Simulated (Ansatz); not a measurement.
Checking a run of Ansatz (an electronic-structure program) on CoIr (P-6m2, 2 atoms in the cell). The aim is a self-consistent single point with DFT, PBEsol, plane waves, default PAW files made with PBE.

Cell that was meant: a = 2.6746 Å, b = 2.6746 Å, c = 4.1025 Å, α = 90.00°, β = 90.00°, γ = 120.00°.

Part of the input:

Ansatz 0.2 input:
```yaml
  atoms:
    - { symbol: Co, position: [0.00000000, 0.00000000, 0.00000000], spin: 3.0 }
    - { symbol: Ir, position: [0.66666700, 0.33333300, 0.50000000] }
basis:
  ecutwfc: 145.0
kpoints:
  mp_grid:
    grid: [14, 14, 8]
```

Log, with long lists cut:

```
   [... lines left out ...]
PAW frozen core: Ir, regenerated for the run's functional, and the local potential with it
Initial density: superposition of atomic densities (chi_scale 0.1, normalization cell)
Starting moments: Σ|m| = 3 μB on 1 of 2 sites
Initial wavefunctions: pseudopotential atomic-orbital guess
Eigensolver: davidson
Functional: x = pbesol(κ = 0.804, μ = 0.12345679012345678), c = pbesol(β = 0.046)
SCF iter   1: F=—  HF=-16779.948797 eV  |F-HF|=—  |Δ(HF+E_count)|=         —  Δρ=7.33e-1 (↑7.33e-1 ↓3.00e-1)  dr2=1.17e2  dr2_m=1.47e1  M=0.263 μB ∫|m|=0.324 μB  β_m=0.30  ethr=3.10e-3  ⟨swp⟩=4.5  Hψ=19892  notcnv=0
Mixer restart at iter 1: flushing history
all-band conjugate gradients solve this SCF's bands
preconditioner: auto → none
   [... lines left out ...]
SCF iter  11: F=—  HF=-16722.663503 eV  |F-HF|=—  |Δ(HF+E_count)|=   2.95e-9  Δρ=2.97e-6 (↑2.53e-6 ↓2.97e-6)  dr2=9.93e-9  dr2_m=4.80e-11  M=0.000 μB ∫|m|=0.000 μB  β_m=0.87  ethr=9.54e-12  ⟨swp⟩=2.0  Hψ=8740  notcnv=0  defer=216
SCF iter  12: F=-16722.663503 eV  HF=-16722.663503 eV  |F-HF|=6.55e-10  |Δ(HF+E_count)|=   2.56e-9  Δρ=7.50e-7 (↑7.50e-7 ↓7.06e-7)  dr2=7.52e-10  dr2_m=9.48e-12  M=0.000 μB ∫|m|=0.000 μB  ethr=9.54e-12  ⟨swp⟩=4.5  Hψ=18048  notcnv=0
SCF 1 converged in 12 iterations: F = -16722.663503 eV  dr2 = 7.52e-10
WARN: the starting moments were not kept: the SCF closed with an absolute magnetisation of 3.3e-6 μB, where they sum to 3 μB in size (1 site) …
   [... lines left out ...]
Absolute magnetization: 0.0000 μB (∫|ρ↑−ρ↓|, with the PAW one-centre terms)
Free energy (F): -16722.663503 eV
Fermi energy:    22.321856 eV
   [... lines left out ...]
  atom   2  Ir     0.00000000     0.00000000     0.00000000
--- Stress (GPa, compression-positive) ---
     -113.803519       0.000000       0.000000
       -0.000000    -113.803519       0.000000
        0.000000       0.000000      23.789075
  P = ⅓ Tr σ = -67.9393 GPa (-679.393 kbar)
  The stress holds the Pulay correction. Without it, at fixed plane waves, as pw.x and ABINIT print it: P = -3299.1242 GPa
```

Question: Is anything amiss in this input, and did it matter?

Answer: The run is not sound. The fault is a basis or grid far too coarse for these potentials. Far below the cutoff that the potentials were made for, the basis cannot represent the orbitals near the nuclei, and energies, forces and above all the stress go wrong. To fix it, restore the cutoff that the potentials need and check convergence. The run converged in 12 iterations without an error; against the sound input the free energy goes up by 84.6 eV/atom, the pressure goes from -5.57 to -67.94 GPa and the size of the net moment goes from 0.87 to 0.00 μB/atom. At a fixed set of plane waves, without the program's Pulay estimate, the pressure is -3299.12 GPa against -5.69 GPa.

An input that runs soundly differs in these lines (not the only fix; some lines may just follow from the change or write a value another way):
```diff
-basis:
-  ecutwfc: 145.0
```

With that input, the run converged in 14 iterations: free energy E − TS (on the zero of these files) -16891.9445 eV; Fermi level (on the code's own zero) 22.08 eV; pressure -5.57 GPa; size of the cell's spin moment 1.75 μB (DFT, PBEsol, plane waves, default PAW files made with PBE).

On the sound input: the starting cell comes from a database of computed structures (which also holds hypothetical and non-ambient phases and stackings), without a prior relaxation at this level. With one magnetic atom in the cell only a parallel order is possible. With a pressure of about -6 GPa the cell is away from its equilibrium volume at this level. Ansatz's pressure includes its estimate of the finite-basis (Pulay) stress.
